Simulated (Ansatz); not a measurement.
The parent structure is WSe$_{2}$ (space group P6_3/mmc, No. 194; a = 3.300 Å, c = 13.147 Å; layered, stacked along the Cartesian z axis).

Calculations: r2SCAN+rVV10 (Ansatz, a program for electronic structure; PAW; 500 eV plane waves; no SOC), earlier PAW set.

Base values:

The gap character comes out as indirect, Γ → K–Γ (47 % along). The gap between the host's bands comes out as 1.12 eV.

Now apply this change: 0.372 holes added to each cell, a density of 3.0×10^21 cm⁻³, with a uniform compensating background at fixed cell and a 300 K Fermi–Dirac width.

What happens to the gap character, Fermi level from band edge and gap between the host's bands?

The gap character stays indirect, Γ → K–Γ (47 % along); the Fermi level relative to the doped band's edge (positive inside the band; to 0.05 eV) amounts to +0.55 eV; the gap between the host's bands rises by 0.022 eV to 1.15 eV.

Carriers are added with a uniform compensating background; total energy and stress of such cells depend on the potential's zero and are not compared; many-body gap narrowing is missing at this level. Spin-orbit coupling, missing from the scalar runs, can matter with W. Stability against distortions was not tested.
